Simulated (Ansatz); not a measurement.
We consider LiH (model structure, started from the CsCl type, Pm-3m, No. 221, 2 atoms in the cell), described by r²SCAN in Ansatz (plane waves, PAW).

Settings: plane-wave cutoff 560 eV, 14×14×14 k mesh, Fermi–Dirac smearing 0.01 eV, scalar-relativistic PAW data made under PBE.

Cell (relaxed with PBEsol):

```yaml
crystal:
  lattice:
    - [2.49113, 0.00000, 0.00000]
    - [0.00000, 2.49113, 0.00000]
    - [0.00000, 0.00000, 2.49113]
  atoms:
    - { symbol: Li, position: [0.00000, 0.00000, 0.00000] }
    - { symbol: H, position: [0.50000, 0.50000, 0.50000] }
```

Task: Predict the band gap, smallest direct gap on the k points sampled and Γ–Γ gap.

Result: 
- band gap: 1.12 eV (indirect)
- smallest direct gap on the k points sampled: 4.93 eV
- Γ–Γ gap: 22.29 eV

Note: the relaxation could raise the start's symmetry but not lower it, so the cell can be a saddle point; cell and atoms aren't relaxed at this level (pressure 0.4 GPa).

Computed values are for the static lattice.

A model structure was made by putting elements into a prototype or built by hand; it is no filed structure, need not be a known phase, and can be a saddle point held by its symmetry.

Ansatz is a program for electronic structure.
